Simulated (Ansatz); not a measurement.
# rock-salt MgO: the defect Mg interstitial

Calculation: PBE, PAW (plane waves to 420 eV; Ansatz, a first-principles code). Cell: 64 sites, 2×2×2; final energies on a 2×2×2 shifted mesh. Site at the start: void with 4Mg4O nearest. Finite-size correction: monopole term and site-potential alignment. Dielectric constants: PBE linear response of the host. Host gap at this level: 4.46 eV. A cell of this size leaves errors of a few tenths of an eV. The semilocal functional narrows the gap, so deep levels can fall outside it. Spin–orbit coupling is left out. Each state is the lowest found from its start.

Formation energies E_f are given with the Fermi level at the valence-band maximum. Chemical conditions: Mg-rich (Δμ(Mg) = 0.00 eV; only phases computed here count, gases as isolated molecules at 0 K); O-rich (Δμ(Mg) = -5.37 eV; only phases computed here count, gases as isolated molecules at 0 K). Reference phases: Mg: hcp Mg.

The name describes the start; the neighbours show where the added atom ended.

| charge | moment (μB) | point group | largest move off a lattice site (Å) | neighbours of the added atom at the end (Å) | image correction with alignment (eV) | E_f, Mg-rich (eV) | E_f, O-rich (eV) |
|---|---|---|---|---|---|---|---|
| +2 | not spin-polarised | Td | 0.46 | O 1.86, O 1.86, O 1.86, O 1.86 | 1.38 | 1.13 | 6.50 |
| +1* | 1.0 | Td | 0.47 | O 1.88, O 1.88, O 1.88, O 1.88 | – | – | – |
| 0* | not spin-polarised | near Td | 0.48 | O 1.89, O 1.89, O 1.89, O 1.90 | – | – | – |

* At this level the carrier isn't localised at the defect: at charge +1 electrons occupy the conduction band; at charge 0 electrons occupy the conduction band. Such a state is shallow or no state of the defect, and this cell gives it no level.

Point groups are those of the whole cell at tolerances of 0.03 and 0.1 Å ("near" where only the looser one holds); none is given for unsettled states.
